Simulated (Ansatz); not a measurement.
The starting structures come from a database of crystals and need not be the phases stable at ambient conditions.

```yaml
crystal:
  lattice:
    - [7.26775, 0.00000, 0.00000]
    - [0.00000, 7.26775, 0.00000]
    - [0.00000, 0.00000, 5.68030]
  atoms:
    - { symbol: K, position: [0.50000, 0.50000, 0.00000] }
    - { symbol: K, position: [0.00000, 0.00000, 0.00000] }
    - { symbol: K, position: [0.81561, 0.31561, 0.50000] }
    - { symbol: K, position: [0.18439, 0.68439, 0.50000] }
    - { symbol: K, position: [0.68439, 0.81561, 0.50000] }
    - { symbol: K, position: [0.31561, 0.18439, 0.50000] }
    - { symbol: H, position: [0.50000, 0.50000, 0.50000] }
    - { symbol: H, position: [0.00000, 0.00000, 0.50000] }
    - { symbol: H, position: [0.38478, 0.88478, 0.79715] }
    - { symbol: H, position: [0.61522, 0.11522, 0.20285] }
    - { symbol: H, position: [0.11522, 0.38478, 0.79715] }
    - { symbol: H, position: [0.88478, 0.61522, 0.20285] }
    - { symbol: H, position: [0.61522, 0.11522, 0.79715] }
    - { symbol: H, position: [0.38478, 0.88478, 0.20285] }
    - { symbol: H, position: [0.88478, 0.61522, 0.79715] }
    - { symbol: H, position: [0.11522, 0.38478, 0.20285] }
    - { symbol: Pt, position: [0.50000, 0.00000, 0.00000] }
    - { symbol: Pt, position: [0.00000, 0.50000, 0.00000] }
```

Space group of this cell: P4/mbm. The cell was relaxed by PBE-D3(BJ).

Transport runs along the normal of the first two printed cell vectors, the (001) plane of the conventional cell.

The gap is the functional's own. No spin-orbit coupling. Mid-gap values are interpolated on the energy grid.

Give the band gap and the smallest decay constant κ at mid-gap that r2SCAN in Ansatz (a first-principles code) yields.

Gap 3.47 eV on a 4×4×6 mesh; κ = 0.428 1/Å, at the zone centre.
